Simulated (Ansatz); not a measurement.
A relaxation of cell and atoms of MoRh₃ (P6_3/mmc, 8 atoms in the cell) with Ansatz (an electronic-structure program).

Level of theory: PBEsol, default PAW files made with PBE (plane waves; Ansatz).

```
MoRh3
1.0
    5.45600     0.00000     0.00000
   -2.72800     4.72504     0.00000
    0.00000     0.00000     4.35000
Mo Rh
2 6
Direct
  0.33333   0.66667   0.25000
  0.66667   0.33333   0.75000
  0.83300   0.66600   0.25000
  0.16700   0.83300   0.75000
  0.33400   0.16700   0.25000
  0.16700   0.33400   0.75000
  0.83300   0.16700   0.25000
  0.66600   0.83300   0.75000
```

Reference input (self-consistent single point, DFT, PBEsol, plane waves, default PAW files made with PBE): kpoints.mp_grid.grid = 6 6 6; hamiltonian.xc = pbesol; hamiltonian.pseudopotentials = {kind: paw} (the program's default PAW files); scf.occupations.method = cold; scf.occupations.width = 0.1 eV. This run's input differs from it in these lines:

Ansatz 0.2 input:
```diff
@@ -15,2 +15,4 @@
     - { symbol: Rh, position: [0.666000, 0.833000, 0.750000] }
+basis:
+  ecutwfc: 590.0 eV
 kpoints:
@@ -22,2 +24,4 @@
   occupations: { method: cold, width: 0.1 eV }
+relax:
+  cell: {}
 output:
```

The program printed (abridged):

```
   [... SCF lines of the steps left out ...]
relax step   1: F+E_penalty+E_count = -47829.60701568 eV  Δ(F+E_penalty+E_count) = +0.000e0 eV  max|allowed force component| = 3.272e-3 eV/Å  Δτ_max = 0.0000 Å  P = -4.873 GPa  Ω = 112.142 Å³  (6 SCF iters, dr2 threshold 1.00e-7 eV, accepted)
relax step   2: F+E_penalty+E_count = -47829.58831425 eV  Δ(F+E_penalty+E_count) = +1.870e-2 eV  max|allowed force component| = 1.398e-2 eV/Å  Δτ_max = 0.0007 Å  P = +6.802 GPa  Ω = 107.997 Å³  energy of the carried Pulay correction = +1.385e-4 eV  [...]
   [... lines left out ...]
relax step   4: F+E_penalty+E_count = -47829.63623985 eV  Δ(F+E_penalty+E_count) = -6.178e-5 eV  max|allowed force component| = 3.805e-4 eV/Å  Δτ_max = 0.0001 Å  P = +0.009 GPa  Ω = 110.300 Å³  energy of the carried Pulay correction = +6.080e-5 eV  [...]
relax step   5: F+E_penalty+E_count = -47829.63617550 eV  Δ(F+E_penalty+E_count) = +6.435e-5 eV  max|allowed force component| = 2.900e-4 eV/Å  Δτ_max = 0.0000 Å  P = +0.010 GPa  Ω = 110.300 Å³  stress off target by 1.63e-2 GPa  SCF on the basis [...]
basis re-selected at this cell: Δ(F+E_penalty+E_count) = +6.435e-5 eV, ΔP = +0.001 GPa vs the last step
the relaxation is at rest under the 24 symmetry operations that the run kept from its start: a minimum is not shown …
Stability not checked (fill_not_monotonic)
Free energy (F): -47829.636176 eV
Internal energy: -47829.636917 eV  (E = F + TS)
   [... lines left out ...]
Fermi energy:    22.876764 eV
  cell:  # Å, volume = 110.2998 Å³
   [... lines left out ...]
    - { symbol: Rh, position: [0.16694284549733085, 0.8330571545026694, 0.75] }
    - { symbol: Rh, position: [0.33388569099466164, 0.16694284549733082, 0.25] }
    - { symbol: Rh, position: [0.16694284549733082, 0.33388569099466164, 0.75] }
    - { symbol: Rh, position: [0.8330571545026693, 0.16694284549733082, 0.25] }
    - { symbol: Rh, position: [0.6661143090053385, 0.8330571545026694, 0.75] }
```

The run converged. 

Summary of the result:
* **Free energy E − TS (on the zero of these files)**: -47829.6362 eV
* **Fermi level (on the code's own zero)**: 22.88 eV
* **Pressure**: 0.01 GPa
* **Final cell**: a = 5.431 Å, b = 5.431 Å, c = 4.319 Å, α = 90.00°, β = 90.00°, γ = 120.00°
* **Final volume per atom**: 13.79 Å³
* **Relaxation steps**: 5

The starting cell comes from a database of published, mostly measured structures (it also holds non-ambient and calculated ones), without a prior relaxation at this level. Spin polarisation is off. The relaxation keeps the symmetry of its start, so its end need not be a minimum. Ansatz's pressure includes its estimate of the finite-basis (Pulay) stress.

Cost on one core of a shared machine: roughly 50 s.
